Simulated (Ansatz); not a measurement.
Levels about the gap of amorphous hafnium silicate (Hf18O38Si) (57 atoms in a cell of 733 Å³, 8.72 g/cm³; zone centre alone, so wide bands show as single levels with stretches between that a denser mesh fills), at the geometry that PBE relaxed, where it gives 0.1 GPa on a denser mesh. The participation number counts the atoms over which a state spreads; weights are charges in smoothed Voronoi cells. The levels come from a single point, so bond lengths are those of that geometry. Method of the levels: PBE, scalar-relativistic without spin-orbit coupling (Ansatz, a first-principles code). Sampling: the zone centre alone; Fermi-Dirac width 0.02 eV; no spin polarisation. At PBE the levels at the filled edge of the gap are localised (band-tail or defect states), and the nearest spread-out levels lie 4.2 eV apart at the zone centre.

A CHGNet melt-quench gave the starting glass, which DFT then relaxed. O atoms were pushed apart under 1.9 Å during the dynamics, to hinder bonds among them. The hot cell started wider than the set density and was brought back towards it in steps. It is the lowest in DFT energy of 2 quenches. It is a model cell: composition and starting density were chosen by hand, and all elements were melted together. No dispersion term was used. Its density started from a set value of 8.61 and ended at 8.72 g/cm³. The simulated quench (nominally 380 K/ps over its main leg) is rapid and tends to freeze in more defects than a deposited or slowly cooled glass has. A cell of this size samples the disorder only roughly. Volume and shape were free in the relaxation.

| E - E(highest filled), eV | filling | participation number | largest on | weight O | weight Hf | weight Si |
|---|---|---|---|---|---|---|
| -0.59 | filled | 15.6 | O, 3 neighbours | 0.94 | 0.06 | 0.00 |
| -0.53 | filled | 21.0 | O, 3 neighbours | 0.94 | 0.06 | 0.00 |
| -0.46 | filled | 16.7 | O, 3 neighbours | 0.95 | 0.05 | 0.00 |
| -0.44 | filled | 11.3 | O, 2 neighbours | 0.95 | 0.05 | 0.00 |
| -0.35 | filled | 11.3 | O, 2 neighbours | 0.94 | 0.06 | 0.00 |
| -0.25 | filled | 9.6 | O, 3 neighbours | 0.95 | 0.05 | 0.00 |
| 0.00 | filled | 5.6 | O, 2 neighbours | 0.95 | 0.05 | 0.00 |
| 3.78 | empty | 18.6 | Hf, 7 neighbours | 0.41 | 0.59 | 0.00 |
| 3.90 | empty | 23.8 | Hf, 6 neighbours | 0.51 | 0.49 | 0.00 |
| 4.14 | empty | 24.6 | Hf, 6 neighbours | 0.38 | 0.62 | 0.00 |
| 4.30 | empty | 27.5 | Hf, 7 neighbours | 0.39 | 0.61 | 0.01 |
| 4.32 | empty | 27.1 | Hf, 7 neighbours | 0.41 | 0.59 | 0.00 |
| 4.37 | empty | 23.0 | Hf, 6 neighbours | 0.38 | 0.62 | 0.00 |
| 4.45 | empty | 23.7 | Hf, 6 neighbours | 0.36 | 0.64 | 0.00 |

Most localised among these is the filled level at +0.00 eV, on a O atom, which has 2 neighbours (Hf 1.94 Å, Hf 2.03 Å).
